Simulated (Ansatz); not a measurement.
Input:

```
CELL_PARAMETERS angstrom
      0.00000     1.92586     1.92586
      1.92586     0.00000     1.92586
      1.92586     1.92586     0.00000
ATOMIC_POSITIONS crystal
  O  0.00000 0.00000 0.00000
  Mg 0.50000 0.50000 0.50000
```

No spin polarisation.

Computed with r2SCAN (Ansatz, an electronic-structure program, PAW, without spin-orbit coupling). Settings: 13×13×13 k-points, 0.05 eV Fermi–Dirac smearing.

**Question.** Predict the electron mass, band gap and gap character.

**Answer.** 
- Electron mass: 0.45 mₑ (at Γ)
- Band gap: 8.83 eV
- Gap character: direct at Γ

Load acts through the strain it causes; cell and atoms are relaxed under it. Effective masses come from finite differences of ±0.01 Å⁻¹. Stability against distortions was not tested. No other phases were tried under pressure. The cell was made from MgO in the rock salt structure (space group Fm-3m, No. 225) by this change: pressure 75 GPa.
